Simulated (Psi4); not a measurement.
Psi4 1.11, unrestricted PBE/def2-svp: MIBC anion (CC(C)CC(C)O), charge -1, multiplicity 2, 21 atoms. The geometry is a generated start, not checked to be a minimum at this level.

| Property | Result |
|---|---|
| task | energy |
| method | pbe |
| basis | def2-svp |
| memory | 3 GB |
| maxiter | 100 |
| keys of the molecule block | symmetry c1 |
| scf_type | df (default) |
| guess | auto, which took SAD (default) |
| scf_initial_accelerator | adiis (default) |
| e_convergence | 1e-06 (default) |
| d_convergence | 1e-06 (default) |
| dft_radial_points | 75 (default) |
| dft_spherical_points | 302 (default) |
| basis functions | 168 |
| grid points | 440532 |

```xyz
21

C     -2.3182     0.6085    -0.7250
C     -1.1408     0.3800     0.2214
C     -1.4823    -0.7150     1.2259
C      0.1148     0.0305    -0.5866
C      1.4172     0.0476     0.2223
C      2.6263     0.2307    -0.6975
O      1.5133    -1.1708     0.9348
H     -3.2126     0.8658    -0.1611
H     -2.5219    -0.2922    -1.2983
H     -2.1084     1.4200    -1.4194
H     -0.9506     1.3120     0.7671
H     -2.3595    -0.4383     1.8106
H     -1.6915    -1.6490     0.7062
H     -0.6507    -0.8868     1.9024
H      0.2139     0.7445    -1.4056
H      0.0024    -0.9677    -1.0117
H      1.3886     0.8875     0.9394
H      2.5745     1.1885    -1.2074
H      3.5518     0.1974    -0.1231
H      2.6502    -0.5650    -1.4389
H      2.3833    -1.2282     1.3445
```

Charge -1 and multiplicity 2 are set for this test and not shown to be the ground state.

One run each on 2 threads. Values of diis_max_vecs tried: 3, 6, 10 (default), 20.

Q: How does the count of SCF iterations change with diis_max_vecs, and where is it least?

A: Fewest SCF iterations, within one of each other: 6 with 14, 10 (default) with 13, 20 with 13. The count rises to 29 at 3. All converge to one solution.

```
diis_max_vecs  SCF iterations            end
-------------  --------------  -------------
3                          29  same solution
6                          14  same solution
10 (default)               13  same solution
20                         13  same solution
```
